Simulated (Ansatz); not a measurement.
SiC: strain along the normal

SiC (wurtzite, P6_3mc, 10.503 Å³/atom at rest, c along z) under an equal strain ε in the (0001) plane with the normal axis free, as in a coherent film. PBE in Ansatz, a plane-wave DFT program (PAW, default set), 420 eV, 12×12×7 Γ-centred mesh, Fermi-Dirac smearing 0.05 eV; ions are relaxed within the symmetry of each cell.

Here s stands for strain and y for normal strain.

| strain (%) | normal strain (%) |
|---|---|
| -3.00 | ? |
| -1.20 | 0.24 |
| -0.60 | 0.12 |
| 0.00 | 0.00 |
| 0.60 | -0.11 |
| 1.20 | -0.22 |

Taking a straight line for y over the 5 complete rows: Means: s 0, y 0.006. About the means, the sum of products is -0.69000 and the sum of squares of s is 3.6000; the slope is their ratio. Least squares gives y = 0.006 - 0.1917·s. Residuals (row less fit): 0.004, -0.001, -0.006, -0.001, 0.004; standard error 0.005 (degrees of freedom: 3). The slope, -0.19 ± 0.00, is the elastic response of the normal axis, −2C13/C33.

Predict the withheld y at s = -3.00 from the fit, and compare with the calculation.

y = 0.006 - 0.1917 × (-3.0) = 0.581%. The calculation gives 0.61%, 0.029% above the prediction (3.5 % of the range of y in the table). The row lies outside the fitted rows, so this is an extrapolation. The fitted rows scatter only by rounding.

One order more, fitted to all 11 runs of the series, follows each within 0.01, so the miss is the next term of a smooth law. SiC is here the rare 2H polytype. Rows are the converged runs of the series near zero and its far end; series whose fitted rows scatter by over a few per cent of the range, as at a crossing or softening among them, aren't shown in this form. Most that stay on the fit to the last digits aren't either.
